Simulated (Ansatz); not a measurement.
The starting structures come from a database of crystals and need not be the phases stable at ambient conditions.

By PBEsol, the system below comes out a metal.

The ballistic (Sharvin) conductance counts the channels at the Fermi level: G/A = (e²/h) × channels of both spins per area.

```
NbSi2
1.0
    4.80586     0.00000     0.00000
    0.00000     6.58816     0.00000
    2.40293     0.00000     4.16200
Nb Si
3 6
Direct
  0.50000   0.33333   0.50000
  0.50000   0.66667   0.00000
  0.00000   0.00000   0.50000
  0.15808   0.66667   0.68384
  0.31616   0.00000   0.84192
  0.15808   0.33333   0.15808
  0.84192   0.66667   0.31616
  0.68384   0.00000   0.15808
  0.84192   0.33333   0.84192
```

Space group of this cell: P6_422. The cell is taken as given; by PBEsol its mean pressure is -3.1 GPa.

The current flows along the normal of the first two printed cell vectors, the (100) plane of the conventional cell. No spin-orbit coupling; the value is a mean over 0.1 eV about the Fermi level.

Task: Estimate the ballistic conductance per area that PBEsol run with Ansatz (an electronic-structure program) returns for this system.

Result: 0.36 × 10¹⁵ S/m² for both spins.
